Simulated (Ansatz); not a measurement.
# What pressure 100 GPa does to CaF2

Take CaF2 in the fluorite structure (space group Fm-3m, No. 225; a = 5.4204 Å) as the base.

One thing is altered: a hydrostatic pressure of 100 GPa.

Level of theory: Ansatz (a quantum-chemistry and plane-wave program) PBEsol, without spin-orbit coupling, earlier PAW set. k-mesh 11×11×11 (Γ-centred); smearing 0.05 eV (Fermi–Dirac).

| quantity | base | changed | shift |
|---|---|---|---|
| volume per atom | 13.27 Å³ | 8.61 Å³ | -4.66 Å³ |
| density | 3.26 g/cm³ | 5.02 g/cm³ | +1.76 g/cm³ |
| lattice parameter a | 5.420 Å | 4.692 Å | -0.728 Å |
| shortest interatomic distance | 2.347 Å | 2.032 Å | -0.315 Å |
| enthalpy H = E + PV relative to the base's energy | – | +6.35 eV/atom | – |
| band gap (an upper bound: an edge found on the path is not a true extremum; the base alone) | 7.25 eV | 9.10 eV | +1.859 eV |

Final structure:

```yaml
crystal:
  lattice:
    - [0.00000, 2.34602, 2.34602]
    - [2.34602, 0.00000, 2.34602]
    - [2.34602, 2.34602, 0.00000]
  atoms:
    - { symbol: Ca, position: [0.00000, 0.00000, 0.00000] }
    - { symbol: F, position: [0.25000, 0.25000, 0.25000] }
    - { symbol: F, position: [0.75000, 0.75000, 0.75000] }
```

Cost of the whole job for the changed cell (relaxation, final SCF and bands): very roughly 10 core-seconds.

Load acts through the strain it causes; cell and atoms are relaxed under it. No phonon test of stability was made. No other phases were tried under pressure.
